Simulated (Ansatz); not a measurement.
Mo: response to strain

Consider Mo in the bcc (W type) structure (space group Im-3m, No. 229; relaxed with 0.1 eV smearing).

```
Mo
1.0
   -1.57562     1.57562     1.57562
    1.57562    -1.57562     1.57562
    1.57562     1.57562    -1.57562
Mo
1
Direct
  0.00000   0.00000   0.00000
```

Cartesian axes are those of the cell as printed.

Strains are applied to the cell and any free atomic positions relax.

Level of theory: r2SCAN/PAW in Ansatz (an electronic-structure program), without spin-orbit coupling, earlier PAW set.

Candidates:
(a) uniaxial strain ε_xx = −4.09 %
(b) strain tensor (xx, yy, zz, yz, xz, xy) = (+0.34, −0.62, +0.03, −1.55, −0.30, +0.49) %
(c) tensor shear ε_xy = −2.69 %
(d) isotropic strain +3.71 %

Notes on the quantities. energy relative to the base: free energy F.

Question: Order them by energy relative to the base, highest first.

Answer: (d) isotropic strain +3.71 % (+147 meV/atom), (a) uniaxial strain ε_xx = −4.09 % (+44 meV/atom), (c) tensor shear ε_xy = −2.69 % (+15 meV/atom), (b) strain tensor (xx, yy, zz, yz, xz, xy) = (+0.34, −0.62, +0.03, −1.55, −0.30, +0.49) % (+6.4 meV/atom)

No phonon test of stability was made. All final runs are without spin polarisation.
